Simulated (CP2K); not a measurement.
A user runs CP2K on CsZn4As3 (P1, 8 atoms in the cell) and asks whether the run is sound. The aim is a self-consistent single point with DFT LDA (Pade form), GPW, DZVP-MOLOPT-SR-GTH basis, GTH-PADE potentials (GTH_POTENTIALS).

Input as run:

```
&GLOBAL
  PROJECT cszn4as3
  RUN_TYPE ENERGY_FORCE
  PRINT_LEVEL MEDIUM
&END GLOBAL
&FORCE_EVAL
  METHOD Quickstep
  STRESS_TENSOR ANALYTICAL
  &DFT
    BASIS_SET_FILE_NAME BASIS_MOLOPT
    POTENTIAL_FILE_NAME GTH_POTENTIALS
    &QS
      METHOD GPW
      EPS_DEFAULT 1E-11
    &END QS
    &MGRID
      CUTOFF 600
      REL_CUTOFF 50
      NGRIDS 5
    &END MGRID
    &POISSON
      PERIODIC NONE
      POISSON_SOLVER MT
    &END POISSON
    &SCF
      SCF_GUESS ATOMIC
      EPS_SCF 1E-6
      MAX_SCF 100
      ADDED_MOS 12
      &DIAGONALIZATION
        ALGORITHM STANDARD
      &END DIAGONALIZATION
      &MIXING
        METHOD BROYDEN_MIXING
        ALPHA 0.2
        NBUFFER 12
      &END MIXING
      &SMEAR ON
        METHOD METHFESSEL_PAXTON
        SIGMA [eV] 0.2
      &END SMEAR
    &END SCF
    &KPOINTS
      SCHEME MONKHORST-PACK 3 3 2
      GAMMA_CENTERED T
    &END KPOINTS
    &XC
      &XC_FUNCTIONAL PADE
      &END XC_FUNCTIONAL
    &END XC
    &PRINT
      &MO
        EIGENVALUES T
        OCCUPATION_NUMBERS T
        NDIGITS 8
        FILENAME mo
        &EACH
          QS_SCF 0
        &END EACH
        ADD_LAST NUMERIC
      &END MO
      &MULLIKEN ON
      &END MULLIKEN
    &END PRINT
  &END DFT
  &SUBSYS
    &CELL
      A 4.17890000 0.00000000 0.00000000
      B 0.00000000 4.17890000 0.00000000
      C 0.00000000 0.00000000 10.57100000
      PERIODIC XYZ
    &END CELL
    &COORD
      SCALED
      Cs       0.00277500    -0.00279100     0.50235800
      Zn       0.00674800     0.49790500     0.15187500
      Zn       0.50013100     0.00210800     0.15368300
      Zn      -0.00173800     0.49944300     0.84823700
      Zn       0.50484300    -0.00268200     0.84291200
      As       0.49443900     0.50772500     0.28553900
      As       0.49859800     0.49999000     0.71683500
      As      -0.00579600    -0.00170000    -0.00143800
    &END COORD
    &KIND Cs
      BASIS_SET DZVP-MOLOPT-SR-GTH-q9
      POTENTIAL GTH-PADE-q9
    &END KIND
    &KIND Zn
      BASIS_SET DZVP-MOLOPT-SR-GTH-q12
      POTENTIAL GTH-PADE-q12
    &END KIND
    &KIND As
      BASIS_SET DZVP-MOLOPT-SR-GTH-q5
      POTENTIAL GTH-PADE-q5
    &END KIND
  &END SUBSYS
  &PRINT
    &FORCES ON
    &END FORCES
    &STRESS_TENSOR ON
    &END STRESS_TENSOR
  &END PRINT
&END FORCE_EVAL
```

Output, abridged:

```
 GLOBAL| Method name                                                        CP2K
 GLOBAL| Project name                                                   cszn4as3
 GLOBAL| Run type                                                   ENERGY_FORCE

   [... lines left out ...]
 BRILLOUIN| List of Kpoints [2 Pi/Bohr]                                       10
 BRILLOUIN| Number           Weight            X              Y              Z
 BRILLOUIN|     1           0.11111       -0.33333       -0.33333        0.00000
 BRILLOUIN|     2           0.11111       -0.33333       -0.33333        0.50000
 BRILLOUIN|     3           0.11111       -0.33333        0.00000        0.00000
   [... 7 lines left out ...]
 *******************************************************************************

 Extrapolation method: initial_guess

 Re-scaling the density matrix to get the right number of electrons
                  # Electrons              Trace(P)               Scaling factor
                           72                72.000                        1.000

 Number of electrons:                                                         72
 Number of occupied orbitals:                                                 36
 Number of molecular orbitals:                                                48

 Number of orbital functions:                                                153
 Number of independent orbital functions:                                    153
 SCF WAVEFUNCTION OPTIMIZATION

  Step     Update method      Time    Convergence         Total energy    Change
     1 NoMix/Diag. 0.20E+00      -     2.21553254      -283.4252161783 -2.83E+02
     2 Broy./Diag. 0.20E+00      -     0.14885297      -289.1081034791 -5.68E+00
     3 Broy./Diag. 0.20E+00      -     0.05596115      -284.7429982735  4.37E+00
     4 Broy./Diag. 0.20E+00      -     0.06790996      -283.2154219553  1.53E+00
     5 Broy./Diag. 0.20E+00      -     0.05114490      -282.7416301997  4.74E-01
     6 Broy./Diag. 0.20E+00      -     0.00720696      -283.0102889106 -2.69E-01
   [... 9 lines left out ...]
    16 Broy./Diag. 0.20E+00      -     0.00000299      -283.0727603701  2.13E-05
    17 Broy./Diag. 0.20E+00      -     0.00000102      -283.0727594902  8.80E-07
    18 Broy./Diag. 0.20E+00      -     0.00000120      -283.0727584566  1.03E-06
    19 Broy./Diag. 0.20E+00      -     0.00000010      -283.0727578734  5.83E-07
  *** SCF run converged in    19 steps ***

  Overlap energy of the core charge distribution:               0.00000000974915
  Self energy of the core charge distribution:               -401.60214417129600
  Core Hamiltonian energy:                                    116.41576955435112
  Hartree energy:                                              44.66397736344786
  Exchange-correlation energy:                                -42.55016195934974
  Smearing free energy correction:                             -0.00019867029632
  Fermi energy:                                                 0.18475001253248

  Total energy:                                              -283.07275787339233

                     Mulliken Population Analysis

   [... lines left out ...]
 STRESS|                        x                   y                   z
 STRESS|      x       -3.50867122430E+06  -9.74352027112E+01  -4.22160562452E+02
 STRESS|      y       -9.74352027112E+01  -3.51503791547E+06  -2.48102252519E+03
 STRESS|      z       -4.22160562452E+02  -2.48102252519E+03  -3.82535984851E+06
 STRESS| 1/3 Trace                                            -3.61635632943E+06
```

### Question
Is this run sound? If not, what is wrong?

### Answer
The run is not sound. The fault is a Poisson solver that does not fit the cell's periodicity. The periodicity of the electrostatics has to match that of the cell. To fix it, match the two. The run converged in 19 iterations without an error; against the sound input the free energy falls by 6.14 eV/atom, the pressure goes from -2.42 to -361.6 GPa and the largest force goes from 0.529 to 5.162 eV/Å. The full log also holds: “WARNING in pw_env_methods.F:755 :: The selected periodicities in the  sections &CELL and &POISSON do not match”.

An input that runs soundly differs in these lines (not the only fix; some lines may just follow from the change or write a value another way):
```diff
-    &POISSON
-      PERIODIC NONE
-      POISSON_SOLVER MT
-    &END POISSON
```

With that input, the run converged in 16 iterations: free energy E − TS -7653.6964 eV; Fermi level (on the code's own zero) 4.73 eV; pressure -2.42 GPa; largest force (vector length) 0.529 eV/Å (DFT LDA (Pade form), GPW, DZVP-MOLOPT-SR-GTH basis, GTH-PADE potentials (GTH_POTENTIALS)).

On the sound input: the starting cell comes from a database of published, mostly measured structures (it also holds non-ambient and calculated ones), without a prior relaxation at this level. Its atoms were displaced at random from the sites of space group no. 123. Values carry the incompleteness of an atom-centred basis. The run gives no clean gap (levels at the Fermi energy touch, overlap or are partly filled at this smearing), which alone does not show that the compound is a metal. Without a gap this mesh is coarse (it stands for a supercell whose shortest vector is 13 Å).
